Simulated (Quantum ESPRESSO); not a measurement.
## How a calculation on NaF (Fm-3m, 2 atoms in the cell) responds to its settings

```xyz
2
Lattice="0.0000 2.2898 2.2898 2.2898 0.0000 2.2898 2.2898 2.2898 0.0000" Properties=species:S:1:pos:R:3 pbc="T T T"
Na     0.0000     0.0000     0.0000
F      2.2898     2.2898     2.2898
```

Base run A: Quantum ESPRESSO with PBE, PseudoDojo standard norm-conserving (PBE) pseudopotentials, self-consistent single point.

Its settings: ecutwfc = 90 Ry; occupations = smearing; smearing = fermi-dirac; degauss = 0.0036749 Ry; potentials = {Na: Na.upf, F: F.upf}; K_POINTS = automatic 8 8 8 0 0 0; conv_thr = 1e-10 Ry.

The starting cell comes from a database of computed structures (which also holds hypothetical and non-ambient phases and stackings), without a prior relaxation at this level. Its lattice was rescaled by a random factor within 2.5 % of one. In the base run, with a pressure of about 4 GPa the cell is away from its equilibrium volume at this level.

ΔF is the free energy per atom less that of run A. 

Run A gave: pressure (GPa) 4.13; gap on the mesh (eV) 6.538; iterations 9.

Runs:
- B: mixing_beta = 0.05
- C: mixing_beta = 0.1
- D: mixing_beta = 0.2
- E: mixing_beta = 0.3
- F: mixing_beta = 0.4
- G: mixing_beta = 0.5
- H: mixing_beta = 0.6
- I: mixing_beta = 0.8
- J: mixing_beta = 0.9

Which runs reach the base run's state, and which is quickest in iterations?

Runs B, C, D, E, F, G, H, I, J ended on the same solution as A (within 1 meV/atom). The fewest iterations to that state were 9 (A, H, I, J); the most were 15.

```csv
run,ΔF (meV/atom),pressure (GPa),gap on the mesh (eV),iterations
A,0.00,4.13,6.538,9
B,0.00,4.13,6.538,15
C,0.00,4.13,6.538,15
D,0.00,4.13,6.538,13
E,0.00,4.13,6.538,12
F,0.00,4.13,6.538,10
G,0.00,4.13,6.538,10
H,0.00,4.13,6.538,9
I,0.00,4.13,6.538,9
J,0.00,4.13,6.538,9
```
